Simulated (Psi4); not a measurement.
Psi4 1.11, PBE0/cc-pvtz: C[N]([SiH2]Cl)[Al]([CH3])[CH3], 18 atoms. The geometry is a generated start, not checked to be a minimum at this level.

```
Property                                         Result
-----------------------  ------------------------------
task                                             energy
method                                             pbe0
basis                                           cc-pvtz
scf_type                                   df (default)
guess                    auto, which took SAD (default)
diis_max_vecs                              10 (default)
scf_initial_accelerator                 adiis (default)
e_convergence                           1e-06 (default)
d_convergence                           1e-06 (default)
dft_radial_points                          75 (default)
dft_spherical_points                      302 (default)
basis functions                                     376
grid points                                      382129
```

On 4 threads. Build: conda-forge: OpenMP (LLVM), MKL, Libint2. One run each, on a shared machine, so no times are given.

Values of memory tried: 8 GB, 4 GB, 2 GB, 1 GB, 0.5 GB, 0.3 GB.

Problem. How low can the memory setting go, and what changes on the way?

Solution. It runs down to 0.3 GB, the lowest tried, with the same result. At 8 GB: SCF: fitted integrals in core. From 1 GB down: SCF: fitted integrals on disk.

```tsv
memory	path	peak memory
8 GB	SCF: fitted integrals in core	4.0 GiB
4 GB	SCF: fitted integrals in core	2.7 GiB
2 GB	SCF: fitted integrals in core	1.8 GiB
1 GB	SCF: fitted integrals on disk	1.2 GiB
0.5 GB	SCF: fitted integrals on disk	0.92 GiB
0.3 GB	SCF: fitted integrals on disk	0.81 GiB
```

Peak memory is the kernel's count for the largest process, libraries included and scratch files not. The peak passes the setting at 1 GB, 0.5 GB, 0.3 GB: it is no hard cap.
